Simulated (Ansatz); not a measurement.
## NiO: pressure 22.5 GPa

Consider NiO in the rock salt structure (space group Fm-3m, No. 225; a = 4.1886 Å; ferromagnetic).

Modification: cell and atoms relaxed at a pressure of 22.5 GPa.

The values are results of Ansatz (a first-principles code), r2SCAN, PAW, cutoff 500 eV, no spin-orbit coupling, not measurements. Settings: 13×13×13 k-points, 0.05 eV Fermi–Dirac smearing.

- Volume per atom = 8.43 Å³ (base 9.19 Å³)
- Density = 7.36 g/cm³ (base 6.75 g/cm³)
- Lattice parameter a = 4.070 Å (base 4.189 Å)
- Shortest interatomic distance = 2.035 Å (base 2.094 Å)
- Enthalpy H = E + PV relative to the base's energy = +1.23 eV/atom
- Band gap = 0.49 eV (base 0.82 eV)
- Gap character = indirect, L → Γ (base indirect, L → Γ)
- Smallest direct gap = 1.58 eV (base 1.71 eV)
- Mean gap deformation potential ΔEg/Δln V = +3.8 eV
- Width of the top valence band = 3.34 eV (base 2.79 eV)
- Magnetic state = ferromagnetic (base ferromagnetic)
- Largest site moment = 1.65 μB (base 1.67 μB)

Final structure:

```yaml
crystal:
  lattice:
    - [0.00000, 2.03491, 2.03491]
    - [2.03491, 0.00000, 2.03491]
    - [2.03491, 2.03491, 0.00000]
  atoms:
    - { symbol: O, position: [0.00000, 0.00000, 0.00000] }
    - { symbol: Ni, position: [0.50000, 0.50000, 0.50000] }
```

Cost of the whole job for the changed cell (relaxation, final SCF and bands): roughly 90 core-seconds.

Load acts through the strain it causes; cell and atoms are relaxed under it. Whether these cells are dynamically stable was not tested. No other phases were tried under pressure. No Hubbard U is applied and the magnetic state is the run's own (NiO ferromagnetic); other magnetic orders, which need larger cells, were not tried and can change the gap. Where the two band edges lie in opposite spin channels, the gap is a spin-flip gap. In its common phase, real NiO is an antiferromagnetic insulator at low temperature.
